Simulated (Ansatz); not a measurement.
Ansatz (a quantum-chemistry and plane-wave program) run on InSe (P3m1, 8 atoms in the cell): self-consistent single point.

Computed with LDA (PW92), default PAW files made with PBE (plane waves; Ansatz).

The change in words: lattice scaled by 0.98; basis.ecutwfc: 420 eV → 505 eV. Reference geometry:
```
CELL_PARAMETERS angstrom
      4.06757     0.00000     0.00000
     -2.03378     3.52262     0.00000
      0.00000     0.00000    18.14232
ATOMIC_POSITIONS crystal
  In 0.00000 0.00000 0.58015
  In 0.00000 0.00000 0.42261
  In 0.33333 0.66667 0.92261
  In 0.33333 0.66667 0.07739
  Se 0.66667 0.33333 0.85300
  Se 0.66667 0.33333 0.14700
  Se 0.33333 0.66667 0.64702
  Se 0.33333 0.66667 0.35298
```

Reference input (self-consistent single point, DFT, LDA (PW92), plane waves, default PAW files made with PBE): basis.ecutwfc = 420 eV; kpoints.mp_grid.grid = 4 4 1; hamiltonian.xc = lda; hamiltonian.pseudopotentials = {kind: paw} (the program's default PAW files); scf.occupations.method = fixed. This run's input differs from it in these lines:

Ansatz 0.2 input:
```diff
@@ -2,16 +2,16 @@
   lattice:
-    - [4.067567, 0.000000, 0.000000]
-    - [-2.033783, 3.522616, 0.000000]
-    - [0.000000, 0.000000, 18.142320]
+    - [3.986216, 0.000000, 0.000000]
+    - [-1.993107, 3.452164, 0.000000]
+    - [0.000000, 0.000000, 17.779474]
   atoms:
-    - { symbol: In, position_ang: [0.000000, 0.000000, 10.525194] }
-    - { symbol: In, position_ang: [0.000000, 0.000000, 7.667126] }
-    - { symbol: In, position_ang: [-0.000002, 2.348412, 16.738286] }
-    - { symbol: In, position_ang: [-0.000002, 2.348412, 1.404034] }
-    - { symbol: Se, position_ang: [2.033786, 1.174204, 15.475399] }
-    - { symbol: Se, position_ang: [2.033786, 1.174204, 2.666921] }
-    - { symbol: Se, position_ang: [-0.000002, 2.348412, 11.738444] }
-    - { symbol: Se, position_ang: [-0.000002, 2.348412, 6.403876] }
+    - { symbol: In, position_ang: [0.000000, 0.000000, 10.314691] }
+    - { symbol: In, position_ang: [0.000000, 0.000000, 7.513784] }
+    - { symbol: In, position_ang: [-0.000001, 2.301444, 16.403521] }
+    - { symbol: In, position_ang: [-0.000001, 2.301444, 1.375953] }
+    - { symbol: Se, position_ang: [1.993110, 1.150720, 15.165891] }
+    - { symbol: Se, position_ang: [1.993110, 1.150720, 2.613583] }
+    - { symbol: Se, position_ang: [-0.000001, 2.301444, 11.503675] }
+    - { symbol: Se, position_ang: [-0.000001, 2.301444, 6.275799] }
 basis:
-  ecutwfc: 420.0
+  ecutwfc: 505.0
 kpoints:
```

Output (repeated stretches shortened):

```
SCF iter   1: F=—  HF=-43365.193090 eV  |F-HF|=—  |Δ(HF+E_count)|=         —  Δρ=6.45e-3  dr2=8.76e-2  ethr=1.77e-3  ⟨swp⟩=5.0  Hψ=953  notcnv=0  defer=36
all-band conjugate gradients solve this SCF's bands
preconditioner: auto → Resta (q_TF=auto, 2.409 Å⁻¹)
SCF iter   2: F=—  HF=-43365.168737 eV  |F-HF|=—  |Δ(HF+E_count)|=   2.44e-2  Δρ=2.60e-3  dr2=8.69e-3  ethr=7.56e-5  ⟨swp⟩=2.2  Hψ=475  notcnv=0  defer=40
   [... lines left out ...]
SCF iter   5: F=—  HF=-43365.166735 eV  |F-HF|=—  |Δ(HF+E_count)|=   6.79e-6  Δρ=1.05e-4  dr2=2.19e-4  ethr=3.95e-7  ⟨swp⟩=2.0  Hψ=293  notcnv=0  defer=34
SCF iter   6: F=—  HF=-43365.166719 eV  |F-HF|=—  |Δ(HF+E_count)|=   1.60e-5  Δρ=3.78e-5  dr2=6.97e-6  ethr=1.89e-7  ⟨swp⟩=1.8  Hψ=275  notcnv=0  defer=30
SCF iter   7: F=—  HF=-43365.166830 eV  |F-HF|=—  |Δ(HF+E_count)|=   1.10e-4  Δρ=8.63e-6  dr2=4.51e-7  ethr=6.01e-9  ⟨swp⟩=2.0  Hψ=294  notcnv=0  defer=30
SCF iter   8: F=-43365.166830 eV  HF=-43365.166830 eV  |F-HF|=2.71e-8  |Δ(HF+E_count)|=   9.31e-8  Δρ=3.18e-6  dr2=6.44e-8  ethr=8.62e-11  ⟨swp⟩=11.8  Hψ=1385  notcnv=0
SCF 1 converged in 8 iterations: F = -43365.166830 eV  dr2 = 6.44e-8
Free energy (F): -43365.166830 eV
Internal energy: -43365.166830 eV  (E = F + TS)
E sigma→0 (E₀):  -43365.166830 eV
Fermi energy:    6.213956 eV
--- Forces (eV/Å), atoms counted from 1 ---
  atom   1  In     0.00000000    -0.00000000    -0.70696551
  atom   2  In     0.00000000    -0.00000000     0.38705050
  atom   3  In     0.00000000     0.00000000     0.16849065
  atom   4  In     0.00000000    -0.00000000    -0.15919994
  atom   5  Se    -0.00000000    -0.00000000    -0.20870322
  atom   6  Se     0.00000000     0.00000000     0.19939148
  atom   7  Se     0.00000000     0.00000000     0.51914648
  atom   8  Se    -0.00000000    -0.00000000    -0.19922345
--- Stress (GPa, compression-positive) ---
        0.386077       0.000000       0.000000
        0.000000       0.386077       0.000000
        0.000000       0.000000      -0.478822
  P = ⅓ Tr σ = 0.0978 GPa (0.978 kbar)
  The stress holds the Pulay correction. Without it, at fixed plane waves, as pw.x and ABINIT print it: P = 0.0917 GPa
```

The run converged in 8 iterations. Against the reference run the free energy drops by 16.3 meV/atom, the pressure goes from -2.53 to 0.10 GPa, the largest force goes from 0.452 to 0.707 eV/Å and the gap on the mesh goes from 0.416 to 0.564 eV.

The starting cell comes from a database of computed structures (which also holds hypothetical and non-ambient phases and stackings), without a prior relaxation at this level. Its lattice was rescaled by up to half a per cent. One atom was moved a little off its site on purpose. For this run, on top of that: lattice scaled by 0.98. Ansatz's pressure includes its estimate of the finite-basis (Pulay) stress.
